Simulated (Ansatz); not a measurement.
Where the default PAW files enter, the runs use the earlier of Ansatz's two default sets.

Input:

```yaml
crystal:
  lattice:
    - [2.55337, 0.00000, 0.00000]
    - [0.00000, 4.25235, 0.00000]
    - [1.27668, 0.00000, 2.21128]
  atoms:
    - { symbol: C, position: [0.33333, 0.93719, 0.33333] }
    - { symbol: C, position: [0.66667, 0.06281, 0.66667] }
    - { symbol: C, position: [0.66667, 0.43719, 0.66667] }
    - { symbol: C, position: [0.33333, 0.56281, 0.33333] }
```

Space group of this cell: P6_3/mmc. The cell is strained (all lengths scaled by 1.02); by r2SCAN its mean pressure is -24.0 GPa.

Transport runs along the normal of the first two printed cell vectors, the (100) plane of the conventional cell.

The gap is the functional's own. No spin-orbit coupling. Mid-gap values are interpolated on the energy grid.

Task: Compute, with Ansatz (a first-principles code) with r2SCAN, the band gap and the smallest decay constant κ at mid-gap.

Result: Gap 3.88 eV on a 14×8×14 mesh; κ = 0.315 1/Å, at the zone centre.
